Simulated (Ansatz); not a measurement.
Band structure of Ag3Sb (Pmmn, 8 atoms in the cell).

```xyz
8
Lattice="4.8500 0.0000 0.0000 0.0000 5.9900 0.0000 0.0000 0.0000 5.2400" Properties=species:S:1:pos:R:3 pbc="T T T"
Ag     0.0000     1.4975     0.8751
Ag     0.0000     4.4925     0.8751
Ag     2.4250     4.4925     4.3649
Ag     2.4250     1.4975     4.3649
Sb     0.0000     0.0000     3.4951
Sb     2.4250     2.9950     1.7449
Ag     2.4250     0.0000     1.7449
Ag     0.0000     2.9950     3.4951
```

Level of theory: PBEsol, default PAW files made with PBE (plane waves; Ansatz, a first-principles code).

Settings: basis.ecutwfc = 420 eV; kpoints.mp_grid.grid = 6 5 5; hamiltonian.xc = pbesol; hamiltonian.pseudopotentials = {kind: paw} (the program's default PAW files); scf.occupations.method = gaussian; scf.occupations.width = 0.2 eV; kpoints.band_path.npoints = 16.

The starting cell comes from a database of published, mostly measured structures (it also holds non-ambient and calculated ones), without a prior relaxation at this level. Spin-orbit coupling is off. The run gives no clean gap (levels at the Fermi energy touch, overlap or are partly filled at this smearing), which alone does not show that the compound is a metal.

Levels in eV from the Fermi level, bands 69 to 76:
```tsv
point	69	70	71	72	73	74	75	76
Γ	-2.59	-1.62	-1.16	-0.56	0.15	0.85	1.31	2.91
X	-2.17	-2.17	-1.96	-1.96	0.54	0.54	2.69	2.69
S	-2.67	-2.67	-2.42	-2.42	-0.20	-0.20	1.85	1.85
Y	-2.64	-1.43	-0.78	-0.51	0.08	0.89	2.45	2.56
Z	-1.22	-1.22	-1.03	-1.03	0.40	0.40	2.00	2.00
U	-1.02	-1.02	-0.27	-0.27	-0.12	-0.12	1.75	1.75
R	-3.24	-3.24	-3.23	-3.23	3.10	3.10	3.48	3.48
T	-0.93	-0.93	-0.02	-0.02	1.03	1.03	2.02	2.02
```

Bands cross the Fermi level along this path, so the cell is metallic at this level.

Keys are those of Ansatz 0.2.
